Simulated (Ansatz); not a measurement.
## Mo2C: pressure series

Start from Mo₂C (space group Pbcn, No. 60; a = 4.705 Å, b = 6.010 Å, c = 5.176 Å).

Cell and atoms are relaxed at each pressure.

All numbers come from PBEsol in Ansatz (plane waves to 420 eV, PAW, scalar-relativistic without spin-orbit coupling).

```json
[
 {"P (GPa)": "-1.99", "V (Å³/atom)": "12.276"},
 {"P (GPa)": "-0.99", "V (Å³/atom)": "12.236"},
 {"P (GPa)": "0.30", "V (Å³/atom)": "12.186"},
 {"P (GPa)": "0.70", "V (Å³/atom)": "12.171"},
 {"P (GPa)": "1.49", "V (Å³/atom)": "12.140"},
 {"P (GPa)": "3.00", "V (Å³/atom)": "12.085"},
 {"P (GPa)": "4.99", "V (Å³/atom)": "12.012"},
 {"P (GPa)": "7.49", "V (Å³/atom)": "11.925"},
 {"P (GPa)": "9.99", "V (Å³/atom)": "11.841"}
]
```

Task: Fit a third-order Birch–Murnaghan equation of state.

Result: Least squares on P(V) = (3B₀/2)[(V₀/V)^(7/3) − (V₀/V)^(5/3)]·[1 + (3/4)(B₀′ − 4)((V₀/V)^(2/3) − 1)] gives V₀ = 12.20 Å³/atom, B₀ = 315 GPa and B₀′ = 4.5.

Load acts through the strain it causes; cell and atoms are relaxed under it. No phonon test of stability was made. No other phases were tried under pressure. All final runs are without spin polarisation.

Ansatz is a first-principles code.
